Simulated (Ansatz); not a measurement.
The starting structures come from a database of crystals and need not be the phases stable at ambient conditions.

By PBEsol, the system below comes out a metal.

Input:

```yaml
crystal:
  lattice:
    - [3.73539, 0.00000, 0.00000]
    - [0.00000, 3.73539, 0.00000]
    - [0.00000, 0.00000, 3.62333]
  atoms:
    - { symbol: Cu, position: [0.00000, 0.50000, 0.50000] }
    - { symbol: Cu, position: [0.50000, 0.00000, 0.50000] }
    - { symbol: Cu, position: [0.50000, 0.50000, 0.00000] }
    - { symbol: Au, position: [0.00000, 0.00000, 0.00000] }
```

Space group of this cell: P4/mmm. The cell is strained (lengths along the current scaled by 0.97, ions clamped); by PBEsol its mean pressure is 2.3 GPa.

The current flows along the normal of the first two printed cell vectors, the (001) (indices of the unstrained crystal) plane of the conventional cell. No spin-orbit coupling; the value is a mean over 0.1 eV about the Fermi level.

State the ballistic conductance per area according to PBEsol run with Ansatz (a program for electronic structure).

0.73 × 10¹⁵ S/m² for both spins.
